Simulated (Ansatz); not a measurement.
Results of rVV10 (plane waves, PAW; Ansatz, a quantum-chemistry and plane-wave program) for A15 V3Si (cubic form, which distorts at low temperature).

Total energies, extrapolated to zero smearing (they compare only within this program, potentials and cutoff):

```
system                                                             energy (eV/atom)
-----------------------------------------------------------------  ----------------
A15 V3Si (cubic form, which distorts at low temperature), relaxed        -2361.5027
bcc V                                                                    -2932.6061
diamond-structure Si                                                      -646.5750
```

**Question.** Work out the formation enthalpy per atom.

**Answer.** ΔH_f ≈ ΔE = -2361.5027 − [3 × (-2932.6061) + 1 × (-646.5750)]/4 = -0.404 eV/atom (0 K, no vibrations). The reference value is -0.481 ± 0.02 eV/atom (measured, 298 K, copied from a table, unchecked, not corrected to a static lattice; as tabulated in Wang et al. (2021), doi:10.1038/s41598-021-94550-5), a difference of +0.077 eV/atom.

The PAW data were made under PBE.

Note: symmetry holds this phase in the static calculation, where it need not be a minimum.
